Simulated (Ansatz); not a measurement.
For stishovite (SiO2), r²SCAN (Ansatz, a first-principles code, PAW) gives:

- equilibrium lattice constant a: 4.185 Å
- lattice parameter c: 2.669 Å
- cohesive energy: 6.33 eV/atom
- band gap at the measured cell (atoms relaxed with PBEsol): 6.58 eV
- elastic constant C11: 452 GPa
- elastic constant C44: 257 GPa
- polycrystal shear modulus: 226 GPa

Problem. What does PBE0 (Ansatz, plane waves, PAW) give for the same quantities?

Solution. 
- lattice constant a: 4.180 Å (decreases by 0.1 %)
- lattice parameter c: 2.662 Å (shrinks by 0.3 %)
- cohesive energy: 6.09 eV/atom (decreases by 0.24 eV/atom)
- band gap at the measured cell (atoms relaxed with PBEsol): 8.50 eV (goes up by 1.92 eV)
- elastic constant C11: 455 GPa (goes up by 0.7 %)
- elastic constant C44: 257 GPa (is nearly the same)
- Voigt–Reuss–Hill shear modulus: 228 GPa (stays essentially unchanged)

For comparison: lattice constant a 4.179 Å (measured, room temperature, not corrected to a static lattice; as tabulated in Hiroi (2015), arXiv:1503.02262); lattice parameter c 2.665 Å (measured, room temperature, not corrected to a static lattice; as tabulated in Hiroi (2015), arXiv:1503.02262); elastic constant C11 462 GPa (measured, temperature not stated, not corrected to a static lattice; as tabulated in Lakshtanov, Sinogeikin, Hellwig, Katsura, Bass et al., AGU Fall Meeting 2007 …); elastic constant C44 258 GPa (measured, temperature not stated, not corrected to a static lattice; as tabulated in Lakshtanov, Sinogeikin, Hellwig, Katsura, Bass et al., AGU Fall Meeting 2007 …).

Changes are worked out from the printed values.

Unless a cell is named, each level is at its own relaxed cell (r²SCAN 7.79, PBE0 7.75 Å³/atom).

Density-functional gaps are differences of (generalised) Kohn–Sham levels.

Ansatz's density-functional and Hartree–Fock values are scalar-relativistic unless marked +SOC, with PAW data made under PBE.
